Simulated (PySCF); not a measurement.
PySCF 2.14.0, PBE/def2-svpd, df: W(O)2(OH)(SH) ([O]=[W](=[O])([OH])[SH]), 7 atoms. The geometry is a generated start, not checked to be a minimum at this level.

| Quantity | Result |
|---|---|
| task | energy |
| method | pbe |
| basis | def2-svpd |
| two-electron scheme | density fitting |
| mol.max_memory | 3000 MB |
| mf.max_cycle | 100 |
| mf.init_guess | minao (default) |
| mf.conv_tol | 1e-09 (default) |
| mf.grids.level | 3 (default) |
| effective core potentials | those of the basis set, past Kr |
| basis functions | 147 |
| grid points | 105056 |

```xyz
7

W      0.5069    -0.0586     0.1829
O      0.5913     1.3553     1.0925
O      1.5834    -1.2722     0.6276
O      0.3879     0.1981    -1.6331
H      0.5373     0.3775    -2.5742
S     -1.6060    -0.8875     0.8917
H     -2.0008     0.2874     1.4127
```

Charge 0 and multiplicity 1 are set for this test and not shown to be the ground state.

With the defaults (mf.DIIS = CDIIS, mf.diis_space = 8, mf.diis = true, mf.damp = 0, mf.diis_start_cycle = 1, newton = off, mf.level_shift = 0, mf.diis_damp = 0) it converges in 17 Fock builds. One run each on 2 threads, 1 BLAS thread, with these changes:
- mf.DIIS = EDIIS
- mf.diis_space = 12
- mf.diis_space = 3
- mf.damp = 0.3, mf.diis_start_cycle = 4
- mf.diis = false, mf.damp = 0.7, mf.diis_start_cycle = 999
- mf.level_shift = 0.3 Hartree
- newton = Hessian by the SCF's own integrals
- mf.diis = false
- mf.diis_damp = 0.3

Which of these changes keep the SCF from converging, or lead it to another solution?

No convergence: mf.DIIS = EDIIS; mf.diis_space = 3; mf.diis = false (the run ends without SCF convergence in 100 cycles). The rest reach the solution of the defaults.

```
setting                                                    Fock builds             end
---------------------------------------------------------  -----------  --------------
mf.diis_damp = 0.3                                                  14   same solution
the defaults                                                        17   same solution
mf.diis_space = 12                                                  17   same solution
mf.level_shift = 0.3 Hartree                                        19   same solution
mf.damp = 0.3, mf.diis_start_cycle = 4                              25   same solution
mf.diis = false, mf.damp = 0.7, mf.diis_start_cycle = 999           25   same solution
newton = Hessian by the SCF's own integrals                         47   same solution
mf.DIIS = EDIIS                                                    101  no convergence
mf.diis_space = 3                                                  101  no convergence
mf.diis = false                                                    101  no convergence
```

Under newton the count holds the products with the orbital Hessian.
